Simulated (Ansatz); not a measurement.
A self-consistent single point of BaCd11 (Imma, 24 atoms in the cell) with Ansatz (a program for electronic structure)

Method: LDA (PW92), default PAW files made with PBE (plane waves; Ansatz).

The input file:

Ansatz 0.2 input:
```yaml
crystal:
  lattice:
    - [-6.08895400, 6.09587000, 3.92238600]
    - [6.08895400, -6.09587000, 3.92238600]
    - [6.08895400, 6.09587000, -3.92238600]
  atoms:
    - { symbol: Ba, position: [0.87509000, 0.62509000, 0.25000000] }
    - { symbol: Ba, position: [0.12491000, 0.37491000, 0.75000000] }
    - { symbol: Cd, position: [0.94416000, 0.27835000, 0.07647000] }
    - { symbol: Cd, position: [0.05584000, 0.72165000, 0.92353000] }
    - { symbol: Cd, position: [0.70188000, 0.86769000, 0.42353000] }
    - { symbol: Cd, position: [0.29812000, 0.13231000, 0.57647000] }
    - { symbol: Cd, position: [0.05584000, 0.13231000, 0.33419000] }
    - { symbol: Cd, position: [0.94416000, 0.86769000, 0.66581000] }
    - { symbol: Cd, position: [0.29812000, 0.72165000, 0.16581000] }
    - { symbol: Cd, position: [0.70188000, 0.27835000, 0.83419000] }
    - { symbol: Cd, position: [0.37488000, 0.12488000, 0.25000000] }
    - { symbol: Cd, position: [0.62512000, 0.87512000, 0.75000000] }
    - { symbol: Cd, position: [0.00000000, 0.00000000, 0.00000000] }
    - { symbol: Cd, position: [0.50000000, 0.00000000, 0.50000000] }
    - { symbol: Cd, position: [0.50000000, 0.00000000, 0.00000000] }
    - { symbol: Cd, position: [0.50000000, 0.50000000, 0.50000000] }
    - { symbol: Cd, position: [0.36727000, 0.20150000, 0.92311000] }
    - { symbol: Cd, position: [0.63273000, 0.79850000, 0.07689000] }
    - { symbol: Cd, position: [0.77839000, 0.44416000, 0.57689000] }
    - { symbol: Cd, position: [0.22161000, 0.55584000, 0.42311000] }
    - { symbol: Cd, position: [0.63273000, 0.55584000, 0.83423000] }
    - { symbol: Cd, position: [0.36727000, 0.44416000, 0.16577000] }
    - { symbol: Cd, position: [0.22161000, 0.79850000, 0.66577000] }
    - { symbol: Cd, position: [0.77839000, 0.20150000, 0.33423000] }
basis:
  ecutwfc: 420.0 eV
kpoints:
  mp_grid: { grid: [3, 3, 3] }
hamiltonian:
  xc: lda
  pseudopotentials: { kind: paw }
scf:
  occupations: { method: methfessel_paxton, width: 0.1 eV }
output:
  forces: true
  eigenvalues: true
  stress: true
```

Log, with long lists cut:

```
WARN ansatz: RAYON_NUM_THREADS=1 ignored (pool sized by the plan → 1); use --threads N
Pseudopotentials: kind: paw
Pseudopotential: Ba, paw, valence charge 10
Pseudopotential: Cd, paw, valence charge 20
Crystal: 24 atoms, lattice volume = 582.356 Å³
Basis set: ecut = 420 eV, 11389 PW (Γ)
Bands: 276, of which v1, the nominal top of the filled ones, is band 230 counted from 1 (229 counted from 0)
Symmetry: 8 space group operations
Space group: Imma (ITA 74), of the structure as read, at distance tolerance 8.4e-5 Å
k-points: 8 of 27
PAW frozen core: Ba, regenerated for the run's functional, and the local potential with it
PAW frozen core: Cd, regenerated for the run's functional, and the local potential with it
Initial density: superposition of atomic densities (neutral atoms: chi_scale 0, normalization atom), corrected by the library's trained network
Initial wavefunctions: pseudopotential atomic-orbital guess
Eigensolver: davidson
Functional: x = slater, c = lda
SCF iter   1: F=—  HF=-190156.355083 eV  |F-HF|=—  |Δ(HF+E_count)|=         —  Δρ=8.74e-3  dr2=4.06e-1  ethr=1.77e-3  ⟨swp⟩=5.0  Hψ=7196  notcnv=0  defer=157
all-band conjugate gradients solve this SCF's bands
preconditioner: auto → Kerker (q_TF=auto, 2.623 Å⁻¹)
SCF iter   2: F=—  HF=-190156.249023 eV  |F-HF|=—  |Δ(HF+E_count)|=   1.06e-1  S|Δr|=    0.00e0  Δρ=3.06e-3  dr2=8.39e-2  ethr=8.82e-5  ⟨swp⟩=2.0  Hψ=4185  notcnv=0  defer=170
SCF iter   3: F=—  HF=-190156.231914 eV  |F-HF|=—  |Δ(HF+E_count)|=   1.71e-2  S|Δr|=    0.00e0  Δρ=1.10e-3  dr2=2.67e-2  ethr=1.82e-5  ⟨swp⟩=2.0  Hψ=3086  notcnv=0  defer=170
SCF iter   4: F=—  HF=-190156.225558 eV  |F-HF|=—  |Δ(HF+E_count)|=   6.36e-3  S|Δr|=    0.00e0  Δρ=3.38e-4  dr2=2.58e-3  ethr=5.80e-6  ⟨swp⟩=2.1  Hψ=2319  notcnv=0  defer=170
SCF iter   5: F=—  HF=-190156.224847 eV  |F-HF|=—  |Δ(HF+E_count)|=   7.11e-4  S|Δr|=    0.00e0  Δρ=1.41e-4  dr2=1.77e-4  ethr=5.61e-7  ⟨swp⟩=2.0  Hψ=3675  notcnv=0  defer=170
SCF iter   6: F=—  HF=-190156.224743 eV  |F-HF|=—  |Δ(HF+E_count)|=   1.04e-4  S|Δr|=    0.00e0  Δρ=3.67e-5  dr2=1.48e-5  ethr=3.84e-8  ⟨swp⟩=2.0  Hψ=3195  notcnv=0  defer=170
SCF iter   7: F=—  HF=-190156.224522 eV  |F-HF|=—  |Δ(HF+E_count)|=   2.22e-4  S|Δr|=    0.00e0  Δρ=1.62e-5  dr2=1.82e-6  ethr=3.23e-9  ⟨swp⟩=2.0  Hψ=3925  notcnv=0  defer=196
SCF iter   8: F=—  HF=-190156.224521 eV  |F-HF|=—  |Δ(HF+E_count)|=   5.54e-7  S|Δr|=    0.00e0  Δρ=6.30e-6  dr2=2.60e-7  ethr=3.96e-10  ⟨swp⟩=2.0  Hψ=3737  notcnv=0  defer=203
SCF iter   9: F=-190156.224521 eV  HF=-190156.224521 eV  |F-HF|=1.02e-8  |Δ(HF+E_count)|=   6.87e-8  S|Δr|=    0.00e0  Δρ=1.30e-6  dr2=1.75e-8  ethr=2.17e-11  ⟨swp⟩=13.5  Hψ=13622  notcnv=0
SCF 1 converged in 9 iterations: F = -190156.224521 eV  dr2 = 1.75e-8
SCF converged after 9 iterations
Stability not checked (fill_not_monotonic)
Free energy (F): -190156.224521 eV
Harris-Foulkes:  -190156.224521 eV  (|F-HF|=1.02e-8)
Internal energy: -190156.213737 eV  (E = F + TS)
E sigma→0 (E₀):  -190156.221825 eV
Entropy (-TS):   -0.010784 eV (-0.449 meV/atom)
Fermi energy:    12.784493 eV
--- Per-component energies (eV) ---
  E_band       = -9452.732652
  E_kinetic    = 11440.667606
  E_local      = -76195.383125  (includes V_loc(G=0)·N_el)
  E_nonlocal   = 984.706558
  E_hartree    = 35704.491600
  E_xc         = -4200.744367
  E_vxc        = -5149.463702  (∫ρ·V_xc dr)
  E_paw        = -96927.821599  (= ΣΔE_a)
  E_vpaw       = -11942.234389  (= ΣTr[D̂ρ^β])
  E_aug_tail   = 0.000234  (compensation charges beyond the density's cutoff)
  E_ewald      = -60979.560188
  E_core_change = 17.429545  (= ΣΔE_core)
  E_smearing   = -0.010784  (= −TS)
  E_closure    = 0.000000  (closes the sum)
  Σ components = -190156.224521   (vs F -190156.224521, Δ=0.00e0)
--- Forces (eV/Å), atoms counted from 1 ---
  atom   1  Ba     0.00000000     0.00000000    -0.00619017
  atom   2  Ba     0.00000000     0.00000000     0.00619017
  atom   3  Cd     0.02838355    -0.01003584     0.03740072
  atom   4  Cd    -0.02838355     0.01003584    -0.03740072
  atom   5  Cd    -0.02838355     0.01003584     0.03740072
  atom   6  Cd     0.02838355    -0.01003584    -0.03740072
  atom   7  Cd     0.02838355     0.01003584    -0.03740072
  atom   8  Cd    -0.02838355    -0.01003584     0.03740072
  atom   9  Cd    -0.02838355    -0.01003584    -0.03740072
  atom  10  Cd     0.02838355     0.01003584     0.03740072
  atom  11  Cd     0.00000000     0.00000000     0.00085866
  atom  12  Cd     0.00000000     0.00000000    -0.00085866
  atom  13  Cd     0.00000000     0.00000000     0.00000000
  atom  14  Cd     0.00000000     0.00000000     0.00000000
  atom  15  Cd    -0.00000000     0.00000000     0.00000000
  atom  16  Cd    -0.00000000     0.00000000     0.00000000
  atom  17  Cd     0.01029091    -0.02251567     0.04347179
  atom  18  Cd    -0.01029091     0.02251567    -0.04347179
  atom  19  Cd    -0.01029091     0.02251567     0.04347179
  atom  20  Cd     0.01029091    -0.02251567    -0.04347179
  atom  21  Cd     0.01029091     0.02251567    -0.04347179
  atom  22  Cd    -0.01029091    -0.02251567     0.04347179
  atom  23  Cd    -0.01029091    -0.02251567    -0.04347179
  atom  24  Cd     0.01029091     0.02251567     0.04347179
  max |Σ_I F_I| component: 2.08e-17 eV/Å
--- Stress (GPa, compression-positive) ---
       -5.970939       0.000000       0.000000
        0.000000      -6.001787       0.000000
        0.000000       0.000000      -5.053394
  P = ⅓ Tr σ = -5.6754 GPa (-56.754 kbar)
  The stress holds the Pulay correction. Without it, at fixed plane waves, as pw.x and ABINIT print it: P = -5.6968 GPa
--- Band table (eV; the first three rows and the last of 8) ---
  k-point 0: bands = ["-90.0476", "-90.0476", "-90.0454", "-90.0454", "-89.9433", "-89.9425", "-89.9422", "-89.9418", "-89.9417", "-89.9417", "-89.9415", "-89.9413", "-89.9408", "-89.9407", "-89.9406", "-89.9405", "-89.9404", "-89.9401", "-89.9398", [...]
  k-point 1: bands = ["-90.0476", "-90.0476", "-90.0454", "-90.0454", "-89.9432", "-89.9428", "-89.9421", "-89.9418", "-89.9417", "-89.9416", "-89.9415", "-89.9412", "-89.9409", "-89.9408", "-89.9405", "-89.9404", "-89.9404", "-89.9402", "-89.9397", [...]
  k-point 2: bands = ["-90.0476", "-90.0476", "-90.0454", "-90.0454", "-89.9431", "-89.9427", "-89.9423", "-89.9419", "-89.9417", "-89.9417", "-89.9414", "-89.9411", "-89.9409", "-89.9407", "-89.9405", "-89.9405", "-89.9404", "-89.9402", "-89.9397", [...]
  k-point 7: bands = ["-90.0476", "-90.0476", "-90.0454", "-90.0454", "-89.9431", "-89.9426", "-89.9425", "-89.9419", "-89.9416", "-89.9415", "-89.9414", "-89.9411", "-89.9410", "-89.9408", "-89.9405", "-89.9404", "-89.9403", "-89.9403", "-89.9397", [...]
```

The run converged in 9 iterations.

The starting cell comes from a database of computed structures (which also holds hypothetical and non-ambient phases and stackings), without a prior relaxation at this level. Its lattice was rescaled by a random factor within 2.5 % of one. With a pressure of about -6 GPa the cell is away from its equilibrium volume at this level. Ansatz's pressure includes its estimate of the finite-basis (Pulay) stress.

Cost on one core of a shared machine: roughly 50 s.
